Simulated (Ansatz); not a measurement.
Here is the system:

```
CELL_PARAMETERS angstrom
      3.90697     0.00000     0.00000
      0.00000     3.90697     0.00000
      0.00000     0.00000     3.90697
ATOMIC_POSITIONS crystal
  Sr 0.00000 0.00000 0.00000
  Ti 0.50000 0.50000 0.50000
  O  0.50000 0.00000 0.50000
  O  0.00000 0.50000 0.50000
  O  0.50000 0.50000 0.00000
```

The numbers are results of r2SCAN with spin-orbit coupling, rigid bands (plane waves, PAW; Ansatz, a quantum-chemistry and plane-wave program), not measurements. Geometry: cell and atoms relaxed with r2SCAN.

Problem. What conductivity effective mass do dilute holes have at 300 K?

Solution. 1.86 mₑ.

Problem. Predict the electron conductivity mass (n e² τ/σ) at 300 K, by direction if it differs.

Solution. 0.72 mₑ.

Problem. And the band gap?

Solution. 2.25 eV at this level; semilocal functionals usually fall short of the measured gap.

Rigid bands, one relaxation time for all states, no polarons.
